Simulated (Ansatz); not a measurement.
A self-consistent single point of LuTl (P4mm, 2 atoms in the cell) with Ansatz (an electronic-structure program).

Method: LDA (PW92), harder PAW files (source: ansatz) made with PBE (plane waves; Ansatz).

```xyz
2
Lattice="3.5769 0.0000 0.0000 0.0000 3.5769 0.0000 0.0000 0.0000 3.9218" Properties=species:S:1:pos:R:3 pbc="T T T"
Lu     0.0000     0.0000     0.0500
Tl     1.7884     1.7884     1.9609
```

Reference input (self-consistent single point, DFT, LDA (PW92), plane waves, default PAW files made with PBE): basis.ecutwfc = 420 eV; kpoints.mp_grid.grid = 9 9 9; hamiltonian.xc = lda; hamiltonian.pseudopotentials = {kind: paw} (the program's default PAW files); scf.occupations.method = fermi_dirac; scf.occupations.width = 0.1 eV. This run's input differs from it in these lines:

Ansatz 0.2 input:
```diff
@@ -9,3 +9,3 @@
 basis:
-  ecutwfc: 420.0
+  ecutwfc: 475.0
 kpoints:
@@ -14,3 +14,3 @@
   xc: lda
-  pseudopotentials: { kind: paw }
+  pseudopotentials: { kind: paw, source: ansatz }
 scf:
```

Log, with long lists cut:

```
SCF iter   1: F=—  HF=-28759.922523 eV  |F-HF|=—  |Δ(HF+E_count)|=         —  Δρ=5.84e-2  dr2=2.28e0  ethr=3.10e-3  ⟨swp⟩=5.2  Hψ=10603  notcnv=0
all-band conjugate gradients solve this SCF's bands
preconditioner: auto → Kerker (q_TF=auto, 2.689 Å⁻¹)
SCF iter   2: F=—  HF=-28759.370394 eV  |F-HF|=—  |Δ(HF+E_count)|=   5.52e-1  Δρ=2.53e-2  dr2=5.10e-1  ethr=3.10e-3  ⟨swp⟩=3.0  Hψ=4375  notcnv=0
   [... lines left out ...]
SCF iter   6: F=—  HF=-28759.212409 eV  |F-HF|=—  |Δ(HF+E_count)|=   1.46e-4  Δρ=3.30e-4  dr2=7.89e-5  ethr=1.90e-6  ⟨swp⟩=2.0  Hψ=4000  notcnv=0
SCF iter   7: F=—  HF=-28759.212388 eV  |F-HF|=—  |Δ(HF+E_count)|=   2.15e-5  Δρ=1.05e-4  dr2=6.42e-6  ethr=1.72e-7  ⟨swp⟩=2.0  Hψ=3693  notcnv=0
SCF iter   8: F=—  HF=-28759.212386 eV  |F-HF|=—  |Δ(HF+E_count)|=   1.58e-6  Δρ=2.09e-5  dr2=3.24e-7  ethr=1.40e-8  ⟨swp⟩=2.1  Hψ=3797  notcnv=0
SCF iter   9: F=-28759.212386 eV  HF=-28759.212386 eV  |F-HF|=6.86e-9  |Δ(HF+E_count)|=   1.05e-7  Δρ=4.27e-6  dr2=1.12e-8  ethr=2.17e-10  ⟨swp⟩=7.7  Hψ=11660  notcnv=0
SCF 1 converged in 9 iterations: F = -28759.212386 eV  dr2 = 1.12e-8
Free energy (F): -28759.212386 eV
Internal energy: -28759.163068 eV  (E = F + TS)
E sigma→0 (E₀):  -28759.187727 eV
Entropy (-TS):   -0.049318 eV (-24.659 meV/atom)
Fermi energy:    15.476008 eV
--- Forces (eV/Å), atoms counted from 1 ---
  atom   1  Lu    -0.00000000     0.00000000    -0.13186257
  atom   2  Tl     0.00000000     0.00000000     0.13185477
--- Stress (GPa, compression-positive) ---
       -3.492821       0.000000      -0.000000
        0.000000      -3.492821       0.000000
        0.000000       0.000000      -3.081110
  P = ⅓ Tr σ = -3.3556 GPa (-33.556 kbar)
  The stress holds the Pulay correction. Without it, at fixed plane waves, as pw.x and ABINIT print it: P = -13.0388 GPa
```

The run converged in 9 iterations. Against the reference run the pressure hardly changes (-3.38 to -3.36 GPa) and the largest force moves little (0.131 to 0.132 eV/Å).

The starting cell comes from a database of computed structures (which also holds hypothetical and non-ambient phases and stackings), without a prior relaxation at this level. Its lattice was rescaled by up to half a per cent. One atom was moved a little off its site on purpose. Ansatz's pressure includes its estimate of the finite-basis (Pulay) stress. Without the estimate this run gives -13.04 GPa. The cutoff lies below the one recommended for these files.
